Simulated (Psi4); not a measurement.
Psi4 1.11, PBE/def2-svp: V(NH)(F)2(OMe) (C[O][V](=[NH])([F])[F]), 10 atoms. The geometry is a generated start, not checked to be a minimum at this level.

| Item | Result |
|---|---|
| task | energy |
| method | pbe |
| basis | def2-svp |
| memory | 3 GB |
| maxiter | 100 |
| keys of the molecule block | symmetry c1 |
| scf_type | df (default) |
| guess | auto, which took SAD (default) |
| e_convergence | 1e-06 (default) |
| d_convergence | 1e-06 (default) |
| dft_radial_points | 75 (default) |
| dft_spherical_points | 302 (default) |
| basis functions | 121 |
| grid points | 216502 |

```xyz
10

V     -1.1083     0.2235     0.5623
N     -1.6383    -1.1262    -0.1088
H     -1.9220    -1.9885    -0.5686
F     -1.2797    -0.0242     2.2016
F     -2.0771     1.4254    -0.0632
O      0.4256     0.4646     0.1653
C      1.6506     0.2914    -0.4251
H      1.8029    -0.7721    -0.6537
H      1.6969     0.8673    -1.3598
H      2.4493     0.6389     0.2499
```

Charge 0 and multiplicity 1 are set for this test and not shown to be the ground state.

With the defaults (diis = true, scf_initial_accelerator = adiis, damping_percentage = 0, diis_start = 1, soscf = false, soscf_start_convergence = 0.01, diis_max_vecs = 10, level_shift = 0, level_shift_cutoff = 0.01) it converges in 13 SCF iterations. One run each on 2 threads, with these changes:
- level_shift = 0.5, level_shift_cutoff = 0.001
- level_shift = 0.1, level_shift_cutoff = 0.001
- scf_initial_accelerator = ediis
- diis = false, scf_initial_accelerator = none, damping_percentage = 60
- soscf = true, soscf_start_convergence = 0.1
- diis_start = 4
- diis_max_vecs = 3
- damping_percentage = 20
- diis_max_vecs = 6

Problem. Which of these changes keep the SCF from converging, or lead it to another solution?

Solution. No convergence: diis = false, scf_initial_accelerator = none, damping_percentage = 60 (the run ends without SCF convergence in 100 iterations). The rest reach the solution of the defaults.

```csv
setting,SCF iterations,JK calls,end
"soscf = true, soscf_start_convergence = 0.1",8,34,same solution
"level_shift = 0.1, level_shift_cutoff = 0.001",11,12,same solution
"level_shift = 0.5, level_shift_cutoff = 0.001",11,12,same solution
the defaults,13,14,same solution
scf_initial_accelerator = ediis,13,14,same solution
diis_max_vecs = 6,15,16,same solution
diis_start = 4,22,23,same solution
damping_percentage = 20,28,29,same solution
diis_max_vecs = 3,93,94,same solution
"diis = false, scf_initial_accelerator = none, damping_percentage = 60",100,101,no convergence
```

An SOSCF iteration holds several JK calls; a Hückel guess adds calls on atoms. 1 further run of the study ended by our limits or in an error and is left out.
